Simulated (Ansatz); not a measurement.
Results of LDA (Ansatz, an electronic-structure program, PAW) for Hf₂N₂O (C2/m, No. 12, 15 atoms in the cell; start mp-755314).

Run with plane-wave cutoff 520 eV, 10×10×4 k mesh (along the axes of the cell as run), Fermi–Dirac smearing 0.01 eV, scalar-relativistic PAW data made under PBE.

Cell (relaxed at this level):

```
Hf2N2O
1.0
    6.71592    -1.60758     0.00441
    6.71592     1.60758     0.00441
   -1.44943     0.00000     7.93037
Hf N O
6 6 3
Direct
  0.03111   0.03111   0.80853
  0.96889   0.96889   0.19147
  0.62997   0.62997   0.47397
  0.37003   0.37003   0.52603
  0.69459   0.69459   0.13177
  0.30541   0.30541   0.86823
  0.53551   0.53551   0.65595
  0.46449   0.46449   0.34405
  0.17199   0.17199   0.96374
  0.82801   0.82801   0.03626
  0.12684   0.12684   0.28485
  0.87316   0.87316   0.71515
  0.21110   0.21110   0.61722
  0.78890   0.78890   0.38278
  0.50000   0.50000   0.00000
```

Question: Predict the band gap and Γ–Γ gap.

Answer: 
* **band gap**: 1.88 eV (on the SCF k mesh)
* **Γ–Γ gap**: 2.27 eV

Note: the relaxation could not lower the start's symmetry, so the cell can be a saddle point above a distorted one.

Spin–orbit coupling is not included.

The computed numbers hold no vibrational or temperature effects.

A start named mp-… is a Materials Project structure, which need not be a measured phase.
